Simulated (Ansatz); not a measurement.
Effect of x(Nb) = 0.375, 8 atoms, P-6m2 on Zr

Take Zr in the hcp (Mg type) structure (space group P6_3/mmc, No. 194; a = 3.184 Å, c = 5.117 Å) as the base.

The other end (x = 1) is Nb in the hcp (Mg type) structure (space group P6_3/mmc, No. 194; a model cell, its experimental status unchecked): 18.03 Å³/atom, gap zero; this end may not be an ambient phase.

Now apply this change: Nb replaces 37.5 % of the Zr, ordered in a cell of 8 atoms (starting symmetry P-6m2) and fully relaxed.

Computed with PBEsol/PAW in Ansatz (a quantum-chemistry and plane-wave program), no spin-orbit coupling. Settings: 18×18×3 k-points, 0.05 eV Fermi–Dirac smearing, for the changed cell.

* **Volume per atom**: 20.46 Å³ (base 22.46 Å³)
* **Density**: 7.45 g/cm³ (base 6.74 g/cm³)
* **Shortest interatomic distance**: 3.010 Å (base 3.150 Å)
* **Band gap**: zero (base zero)
* **Mixing energy**: +0.09 eV/atom (to 0.01 eV only: unlike meshes or grids) (against an end that may be hypothetical)
* **Deviation of the volume from the linear (Vegard-type) interpolation**: -1.6 %

Final structure:

```xyz
8
Lattice="3.0103 0.0000 0.0000 -1.5051 2.6070 0.0000 0.0000 0.0000 20.8598" Properties=species:S:1:pos:R:3 pbc="T T T"
Zr     1.5051     0.8690     5.1313
Nb     1.5051     0.8690    10.4299
Zr     1.5051     0.8690    15.7285
Zr     1.5051     0.8690     0.0000
Nb     0.0000     1.7380     2.5617
Zr     0.0000     1.7380     7.8542
Zr     0.0000     1.7380    13.0057
Nb     0.0000     1.7380    18.2981
```

Cost of the whole job for the changed cell (relaxation, final SCF and bands): roughly 14 core-minutes.

Each cell is one ordered arrangement of few atoms, which overstates ordering effects compared with a random alloy. Stability against distortions was not tested. The final runs are not spin-polarised. An odd electron count without spin: Zr5Nb3. Zr5Nb3 has a high density of states at the Fermi level and may be magnetic at this level. This is not the structure that Nb has at room temperature and ambient pressure.
